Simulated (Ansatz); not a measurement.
The starting structures come from a database of crystals and need not be the phases stable at ambient conditions.

 Where the default PAW files enter, the runs use the earlier of Ansatz's two default sets.

Input:

```
PbAsHO4
1.0
    4.89614    -0.03602     0.00000
    0.47689     5.88458     0.00000
    0.00000     0.00000     6.60272
H As Pb O
2 2 2 8
Cartesian
  2.68651   2.92428   3.30136
  2.44807  -0.01801   3.30136
  2.56729   1.45314   1.38289
  2.80573   4.39543   5.21983
  0.11922   1.47114   5.19926
  0.35766   4.41343   1.40347
  3.41669   2.55067   2.41397
  1.95633   3.29789   4.18875
  1.71789   0.35560   2.41397
  3.65513   5.49296   4.18875
  3.71578   0.59136   0.47147
  1.65724   5.25720   6.13125
  1.41879   2.31491   0.47147
  3.95423   3.53365   6.13125
```

Space group of this cell: P2/c. The cell was relaxed by PBE-D3(BJ); by PBEsol its mean pressure is -2.1 GPa.

Transport runs along the normal of the first two printed cell vectors.

The gap is the functional's own, uncorrected, and κ follows it; spin-orbit coupling is left out. Mid-gap values are interpolated between the computed energies.

Question: State the band gap and the smallest decay constant κ at mid-gap according to PBEsol run with Ansatz (a quantum-chemistry and plane-wave program).

Answer: Gap 2.77 eV on a 6×6×6 mesh; κ = 0.366 1/Å, at (0.500, 0.000) of the in-plane reciprocal vectors. At the zone centre, at the nearest computed energy, the slowest state has κ = 0.44 1/Å.
